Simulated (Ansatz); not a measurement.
## Y₂S₃ in the Bi2Te3 type structure (space group R-3m, No. 166; a hypothetical phase, not in the database extracts checked; layered, stacked along the Cartesian z axis)

```cif
data_S3Y2
_chemical_formula_sum 'Y2 S3'
_space_group_name_H-M_alt 'P 1'
_space_group_IT_number 1
_cell_length_a 9.05043
_cell_length_b 9.05043
_cell_length_c 9.05043
_cell_angle_alpha 25.017
_cell_angle_beta 25.017
_cell_angle_gamma 25.017
loop_
_space_group_symop_operation_xyz
  'x, y, z'
loop_
_atom_site_label
_atom_site_type_symbol
_atom_site_fract_x
_atom_site_fract_y
_atom_site_fract_z
_atom_site_occupancy
Y1 Y 0.39958 0.39958 0.39958 1
Y2 Y 0.60042 0.60042 0.60042 1
S1 S 0.00000 0.00000 0.00000 1
S2 S 0.21960 0.21960 0.21960 1
S3 S 0.78040 0.78040 0.78040 1
```

All numbers come from Kohn–Sham DFT with the PBEsol-D3(BJ) functional, run in Ansatz (a first-principles code) with PAW and 420 eV plane waves, spin-orbit coupling left out. k-mesh 10×10×10 (Γ-centred); smearing 0.05 eV (Fermi–Dirac).

```yaml
volume_per_atom: 23.33 Å³
density: 3.90 g/cm³
band_gap: 1.85 eV, indirect, Γ → L
total_energy: -2051.325 eV/atom (σ→0; compares only within this code and set-up)
```

No phonon test of stability was made.
